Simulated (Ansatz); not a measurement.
## Si (space group I4_132, No. 214; a hypothetical phase, not in the database extracts checked)

```cif
data_Si4
_chemical_formula_sum 'Si4'
_space_group_name_H-M_alt 'P 1'
_space_group_IT_number 1
_cell_length_a 5.57510
_cell_length_b 5.57510
_cell_length_c 5.57510
_cell_angle_alpha 109.471
_cell_angle_beta 109.471
_cell_angle_gamma 109.471
loop_
_space_group_symop_operation_xyz
  'x, y, z'
loop_
_atom_site_label
_atom_site_type_symbol
_atom_site_fract_x
_atom_site_fract_y
_atom_site_fract_z
_atom_site_occupancy
Si1 Si 0.00000 0.25000 0.50000 1
Si2 Si 0.25000 0.50000 0.00000 1
Si3 Si 0.50000 0.00000 0.25000 1
Si4 Si 0.25000 0.25000 0.25000 1
```

The values are results of DFT with PBE, PAW potentials and a 420 eV plane-wave cutoff in Ansatz (a quantum-chemistry and plane-wave program), no spin-orbit coupling, not measurements. Γ-centred 10×10×10 mesh, Fermi–Dirac width 0.05 eV.

The volume per atom is 33.35 Å³ and the density is 1.40 g/cm³. The band gap is zero. The total energy comes out as -634.764 eV/atom (σ→0; compares only within this code and set-up).

Whether these cells are dynamically stable was not tested.
